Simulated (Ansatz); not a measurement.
Start from Sr in the fcc (Cu type) structure (space group Fm-3m, No. 225; a = 5.923 Å). Axes: x, y, z lie along the cube axes.

The values are results of DFT with PBEsol, PAW potentials and a 420 eV plane-wave cutoff in Ansatz (a first-principles code), no SOC, not measurements.

Strains are applied to the cell and any free atomic positions relax; under biaxial strain the out-of-plane vector relaxes too; under stress the whole cell relaxes.

One change was made to it. Results:

The band gap stays zero; the energy rises by 12 meV/atom; the volume per atom grows by 1.303 Å³ to 53.24 Å³.

**Question.** Which change produced these results?
(A) uniaxial stress, 1 GPa tension along x
(B) biaxial strain −1.14 %, plane normal [001], relaxed out of plane
(C) biaxial strain +2.16 %, plane normal [110], relaxed out of plane

**Answer.** A, uniaxial stress, 1 GPa tension along x. For comparison, the energy relative to the base in the other runs: biaxial strain −1.14 %, plane normal [001], relaxed out of plane gives +0.5 meV/atom; biaxial strain +2.16 %, plane normal [110], relaxed out of plane gives +4.2 meV/atom.

A biaxial case was relaxed in a doubled cell and then solved in the primitive one. Beyond what the load breaks, stability against distortions was not tested.
